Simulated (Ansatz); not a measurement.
**C (model structure, P4₂/mmc, No. 131, 6 atoms in the cell): lattice parameter a by level of theory**

No measured value is used here.

```
level (code)            value (Å)
---------------------  ----------
LDA (Ansatz)                2.565
PBE (Ansatz)                2.600
PBE-D3(BJ) (Ansatz)         2.595
r²SCAN (Ansatz)        (withheld)
r²SCAN+rVV10 (Ansatz)       2.589
```

### Question
Fill in the missing entries.

### Answer

- r²SCAN (Ansatz, an electronic-structure program), value (Å): 2.592

Cutoffs differ between the levels. Ansatz's density-functional and Hartree–Fock values are scalar-relativistic unless marked +SOC, with PAW data made under PBE.

A model structure was made by putting elements into a prototype or built by hand; it is no filed structure, need not be a known phase, and can be a saddle point held by its symmetry.
